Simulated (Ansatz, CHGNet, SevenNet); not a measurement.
## SnGe (model structure, started from the WC type, P-6m2, No. 187, 2 atoms in the cell): properties by level of theory

| level (code) | lattice parameter a (Å) | c axis length (Å) |
|---|---|---|
| CHGNet 0.3.0 | (withheld) | (withheld) |
| SevenNet-0 | 4.054 | 3.599 |
| SevenNet-l3i5 | (withheld) | (withheld) |
| PBE-D3(BJ) (Ansatz) | 3.877 | (withheld) |

Question: What belongs in the gaps?

Answer: 
- CHGNet 0.3.0, lattice parameter a (Å): 3.841
- CHGNet 0.3.0, c axis length (Å): 3.984
- SevenNet-l3i5, lattice parameter a (Å): 4.105
- SevenNet-l3i5, c axis length (Å): 3.496
- PBE-D3(BJ) (Ansatz, a program for electronic structure), c axis length (Å): 3.672

Ansatz's density-functional and Hartree–Fock values are scalar-relativistic unless marked +SOC, with PAW data made under PBE.

Computed values are for the static lattice.

A model structure was made by putting elements into a prototype or built by hand; it is no filed structure, need not be a known phase, and can be a saddle point held by its symmetry.
